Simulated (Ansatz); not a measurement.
Effect of pressure 0.3 GPa on SrTiO3

Consider SrTiO$_{3}$ (space group I4/mcm, No. 140; a = 5.487 Å, c = 7.809 Å).

The change: cell and atoms relaxed at a pressure of 0.3 GPa.

All numbers come from PBEsol in Ansatz (plane waves to 420 eV, PAW, scalar-relativistic without spin-orbit coupling). k-mesh 9×9×9 (Γ-centred); smearing 0.05 eV (Fermi–Dirac).

```json
[
 {"quantity": "volume per atom", "base": "11.76 Å³", "changed": "11.74 Å³", "shift": "-0.02 Å³"},
 {"quantity": "density", "base": "5.18 g/cm³", "changed": "5.19 g/cm³", "shift": "+0.01 g/cm³"},
 {"quantity": "shortest interatomic distance", "base": "1.949 Å", "changed": "1.948 Å", "shift": "-0.001 Å"},
 {"quantity": "band gap (an upper bound: an edge found on the path is not a true extremum; the changed cell)", "base": "1.97 eV", "changed": "1.97 eV", "shift": "0.00 eV"}
]
```

Final structure:

```yaml
crystal:
  lattice:
    - [-2.74208, 2.74208, 3.90234]
    - [2.74208, -2.74208, 3.90234]
    - [2.74208, 2.74208, -3.90234]
  atoms:
    - { symbol: Sr, position: [0.75000, 0.25000, 0.50000] }
    - { symbol: Sr, position: [0.25000, 0.75000, 0.50000] }
    - { symbol: Ti, position: [0.00000, 0.00000, 0.00000] }
    - { symbol: Ti, position: [0.50000, 0.50000, 0.00000] }
    - { symbol: O, position: [0.77473, 0.27473, 0.04945] }
    - { symbol: O, position: [0.22527, 0.72527, 0.95055] }
    - { symbol: O, position: [0.27473, 0.22527, 0.50000] }
    - { symbol: O, position: [0.72527, 0.77473, 0.50000] }
    - { symbol: O, position: [0.75000, 0.75000, 0.00000] }
    - { symbol: O, position: [0.25000, 0.25000, 0.00000] }
```

Cost of the whole job for the changed cell (relaxation, final SCF and bands): very roughly 3 core-minutes.

Load acts through the strain it causes; cell and atoms are relaxed under it. Stability against distortions was not tested. All final runs are without spin polarisation. This is not the structure that SrTiO3 has at room temperature and ambient pressure.

Ansatz is a first-principles code.
